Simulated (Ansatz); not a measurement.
The starting structures come from a database of crystals and need not be the phases stable at ambient conditions.

Inside the gap of an insulator the Bloch states are evanescent, with a wavenumber k + iκ along the transport direction.

Input:

```yaml
crystal:
  lattice:
    - [5.42875, 0.00000, 0.00000]
    - [2.71437, 11.49821, 0.00000]
    - [2.71437, 0.00000, 6.55999]
  atoms:
    - { symbol: K, position: [0.67881, 0.64238, 0.00000] }
    - { symbol: K, position: [0.32119, 0.35762, 0.00000] }
    - { symbol: K, position: [0.57119, 0.85762, 0.50000] }
    - { symbol: K, position: [0.92881, 0.14238, 0.50000] }
    - { symbol: V, position: [0.75000, 0.50000, 0.50000] }
    - { symbol: V, position: [0.50000, 0.00000, 0.00000] }
    - { symbol: Cu, position: [0.00000, 0.00000, 0.00000] }
    - { symbol: Cu, position: [0.25000, 0.50000, 0.50000] }
    - { symbol: S, position: [0.36791, 0.60886, 0.69376] }
    - { symbol: S, position: [0.02323, 0.60886, 0.30624] }
    - { symbol: S, position: [0.67053, 0.39114, 0.30624] }
    - { symbol: S, position: [0.93833, 0.39114, 0.69376] }
    - { symbol: S, position: [0.88209, 0.89114, 0.80624] }
    - { symbol: S, position: [0.22677, 0.89114, 0.19376] }
    - { symbol: S, position: [0.57947, 0.10886, 0.19376] }
    - { symbol: S, position: [0.31167, 0.10886, 0.80624] }
```

Space group of this cell: Fddd. The cell is taken as given; by r2SCAN its mean pressure is -1.2 GPa.

Transport runs along the normal of the first two printed cell vectors.

The gap is the functional's own, uncorrected, and κ follows it; spin-orbit coupling is left out. Mid-gap values are interpolated between the computed energies.

Problem. Give the band gap and the smallest decay constant κ at mid-gap that r2SCAN (Ansatz, a program for electronic structure) yields.

Solution. Gap 1.43 eV on a 6×6×6 mesh; κ = 0.407 1/Å, at the zone centre.
